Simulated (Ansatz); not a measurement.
What uniaxial strain ε_yy = +2.08 % does to BAs

The reference is BAs in the zinc blende structure (space group F-43m, No. 216; a = 4.768 Å). Axes: x, y, z lie along the cube axes.

The change: uniaxial strain ε_yy = +2.08 %, all other strain components held at zero, atoms relaxed at fixed cell.

Computed with Kohn–Sham DFT with the PBEsol functional, run in Ansatz (a program for electronic structure) with PAW and 420 eV plane waves, no spin-orbit coupling. k-mesh 12×12×12 (Γ-centred); smearing 0.05 eV (Fermi–Dirac).

```csv
quantity,base,changed,shift
volume per atom,13.55 Å³,13.83 Å³,+0.28 Å³
shortest interatomic distance,2.065 Å,2.079 Å,+0.014 Å
energy relative to the base (free energy F),0 meV/atom,+5.0 meV/atom,+5.0 meV/atom
"pressure (mean of the normal stresses, compression positive)",0.00 GPa,-2.77 GPa,-2.77 GPa
band gap,1.08 eV,0.95 eV,-0.13 eV
gap character,–,"indirect, Γ → Γ–X (82 % along)",–
smallest direct gap,3.25 eV,3.12 eV,-0.13 eV
electron mass,"1.1 mₑ along k, 0.21 mₑ across (off the special points)","1.1 mₑ along k, 0.21 mₑ across (off the special points)",–
"valence-band top at Γ (three highest levels, from the VBM)","0.00, 0.00, 0.00 eV","0.00, 0.00, -0.20 eV",–
"valley order (the lowest conduction-band minima on the path, energy above the VBM, named in the base's zone)","a point along ⟨100⟩, about 1.1 Å⁻¹ from Γ 1.08 eV","a point along [001], about 1.1 Å⁻¹ from Γ 0.95 eV; a point along [010], about 1.1 Å⁻¹ from Γ 1.21 eV",–
"stress (xx, yy, zz, yz, xz, xy; compression positive)",–,"(-1.34, -5.64, -1.34, 0.00, 0.00, 0.00) GPa",–
```

Cost of the whole job for the changed cell (relaxation, final SCF and bands): about 27 core-seconds (a rough figure).

Effective masses come from finite differences of ±0.01 Å⁻¹. Along k means along the line from Γ to the band edge. Whether these cells are dynamically stable was not tested. Labels are those of the standard path for the cell's own space group.
